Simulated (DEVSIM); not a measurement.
System: Cr/La2O3/n-Si capacitor, at 300 K.

| layer (left to right) | material | thickness (nm) | Nd (cm⁻³) |
|---|---|---|---|
| 1 | La2O3 | 14.0 | - |
| 2 | Si | 7100 | 6.6e14 |

Metal gate on the left, work function 4.5 eV. Fixed charge at the semiconductor interface 2e12 cm⁻² (in units of +e); no interface traps.

This is a model device: material constants are rounded textbook-type values typed into the input, and sizes, dopings and lifetimes were drawn at random. Values at 300 K.

| parameter | La2O3 | Si |
|---|---|---|
| gap (eV) | 5.8 | 1.124 |
| affinity (eV) | 1.8 | 4.05 |
| permittivity | 27 | 11.7 |
| Nc (cm⁻³) | - | 2.86e19 |
| Nv (cm⁻³) | - | 3.1e19 |

Simulated with DEVSIM: 1D Poisson equation in equilibrium, Boltzmann statistics, complete ionisation; no quantum confinement or tunnelling. Metal contacts follow the ideal Schottky-Mott rule: no Fermi-level pinning, no interface dipoles.

Question: Give the band bending (positive: bands bend down) and minority sheet density.

Answer: 
```csv
Vg (V),ψs (V),minority carriers (cm⁻²)
-1.1,-0.837,2.6e12
-0.8,-0.745,3.7e11
-0.5,-0.480,< 1e8
-0.2,-0.183,< 1e8
0.1,0.104,< 1e8
0.4,0.247,< 1e8
```
